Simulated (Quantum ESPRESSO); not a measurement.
Input and output of a self-consistent single point for Y3PbC (P1, 5 atoms in the cell) (Quantum ESPRESSO).

Method of the run: LDA (PZ), GBRV 1.5 ultrasoft (LDA) pseudopotentials (plane waves; Quantum ESPRESSO).

```yaml
crystal:
  lattice:
    - [4.90953, 0.00000, 0.00000]
    - [0.00000, 4.90953, 0.00000]
    - [0.00000, 0.00000, 4.90953]
  atoms:
    - { symbol: Y, position: [0.49176, 0.99014, 0.50604] }
    - { symbol: Y, position: [0.00064, 0.49111, 0.49220] }
    - { symbol: Y, position: [0.50559, 0.50635, 0.99888] }
    - { symbol: Pb, position: [0.99568, 0.00249, 0.00444] }
    - { symbol: C, position: [0.50633, 0.50992, 0.49844] }
```

Reference input (self-consistent single point, DFT, PBEsol, plane waves, GBRV 1.5 ultrasoft (PBESOL) pseudopotentials): ecutwfc = 40 Ry; ecutrho = 320 Ry; occupations = smearing; smearing = gaussian; degauss = 0.0036749 Ry; potentials = {Y: y_pbesol_v1.4.uspp.F.UPF, Pb: pb_pbesol_v1.uspp.F.UPF, C: c_pbesol_v1.2.uspp.F.UPF}; K_POINTS = automatic 4 4 4 0 0 0; conv_thr = 1e-10 Ry. This run's input differs from it in these lines:

```diff
@@ -22,5 +22,5 @@
 ATOMIC_SPECIES
-Y     88.9058  y_pbesol_v1.4.uspp.F.UPF
-Pb   207.2000  pb_pbesol_v1.uspp.F.UPF
-C     12.0110  c_pbesol_v1.2.uspp.F.UPF
+Y     88.9058  y_lda_v1.4.uspp.F.UPF
+Pb   207.2000  pb_lda_v1.uspp.F.UPF
+C     12.0110  c_lda_v1.2.uspp.F.UPF
 ATOMIC_POSITIONS {crystal}
```

Log, with long lists cut:

```
     Self-consistent Calculation

     iteration #  1     ecut=    40.00 Ry     beta= 0.70

     negative rho (up, down):  1.680E-02 0.000E+00

     total energy              =    -453.39838741 Ry
     estimated scf accuracy    <       1.48405303 Ry

     iteration #  2     ecut=    40.00 Ry     beta= 0.70

     negative rho (up, down):  1.750E-02 0.000E+00

     total energy              =    -453.43606027 Ry
     estimated scf accuracy    <       5.25272940 Ry

     iteration #  3     ecut=    40.00 Ry     beta= 0.70

     negative rho (up, down):  1.761E-02 0.000E+00

     total energy              =    -454.25105962 Ry
     estimated scf accuracy    <       0.02787379 Ry

   [... 9 blocks of this kind left out ...]

     iteration # 13     ecut=    40.00 Ry     beta= 0.70

     negative rho (up, down):  1.796E-02 0.000E+00

     total energy              =    -454.24976504 Ry
     estimated scf accuracy    <          3.7E-10 Ry

     iteration # 14     ecut=    40.00 Ry     beta= 0.70

     negative rho (up, down):  1.796E-02 0.000E+00
     End of self-consistent calculation

     the Fermi energy is    11.6040 ev

!    total energy              =    -454.24976504 Ry
     estimated scf accuracy    <          4.0E-11 Ry
     smearing contrib. (-TS)   =      -0.00034943 Ry
     internal energy E=F+TS    =    -454.24941561 Ry

     convergence has been achieved in  14 iterations

     negative rho (up, down):  1.796E-02 0.000E+00

     Forces acting on atoms (cartesian axes, Ry/au):

     atom    1 type  1   force =     0.00921304    0.02213888   -0.00648026
     atom    2 type  1   force =     0.00053185    0.00602967    0.00753677
     atom    3 type  1   force =    -0.00465700   -0.00958614    0.00048652
     atom    4 type  2   force =     0.00344748   -0.00056477   -0.00324694
     atom    5 type  3   force =    -0.00853536   -0.01801765    0.00170391

     Total force =     0.035319     Total SCF correction =     0.000022

     negative rho (up, down):  1.796E-02 0.000E+00
          total   stress  (Ry/bohr**3)                   (kbar)     P=      -47.12
  -0.00033626  -0.00000188   0.00000271          -49.47       -0.28        0.40
  -0.00000188  -0.00029940  -0.00000095           -0.28      -44.04       -0.14
   0.00000271  -0.00000095  -0.00032521            0.40       -0.14      -47.84

   JOB DONE.
```

The run converged in 14 iterations. Against the reference run the pressure goes from -2.49 to -4.71 GPa and the largest force goes from 0.672 to 0.639 eV/Å.

The starting cell comes from a database of computed structures (which also holds hypothetical and non-ambient phases and stackings), without a prior relaxation at this level. Its atoms were displaced at random from the sites of space group no. 221. With a pressure of about -5 GPa the cell is away from its equilibrium volume at this level.

Cost on one core of a shared machine: roughly 3 min.
